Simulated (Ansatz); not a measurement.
InP: isotropic strain +0.50 %

Take InP in the zinc blende structure (space group F-43m, No. 216; a = 5.9595 Å) as the base.

Perturbation: the cell is scaled by 1.0050 in all directions; the atoms relax in the strained cell.

Computed with Ansatz (a program for electronic structure) PBE, no SOC. Γ-centred 10×10×10 mesh, Fermi–Dirac width 0.05 eV.

```tsv
quantity	base	changed	shift
volume per atom	26.46 Å³	26.86 Å³	+0.40 Å³
shortest interatomic distance	2.581 Å	2.593 Å	+0.0129 Å
energy relative to the base (free energy F)	0 meV/atom	+1.1 meV/atom	+1.1 meV/atom
pressure	0.00 GPa	-0.86 GPa	-0.86 GPa
band gap	0.44 eV	0.36 eV	-0.08 eV
gap character	direct at Γ	direct at Γ	–
width of the top valence band	2.69 eV	2.63 eV	-0.06 eV
electron mass	0.037 mₑ (at Γ)	0.031 mₑ (at Γ)	–
hole mass (degenerate bands, along [100])	0.037, 0.46, 0.46 mₑ (at Γ)	0.031, 0.47, 0.47 mₑ (at Γ)	–
valley order (the lowest conduction-band minima on the path, energy above the VBM, named in the base's zone)	Γ 0.44 eV; L along ⟨111⟩ 1.38 eV; X along ⟨100⟩ 1.85 eV	Γ 0.36 eV; L along ⟨111⟩ 1.35 eV; X along ⟨100⟩ 1.87 eV	–
```

Effective masses come from finite differences of ±0.01 Å⁻¹. Whether these cells are dynamically stable was not tested.
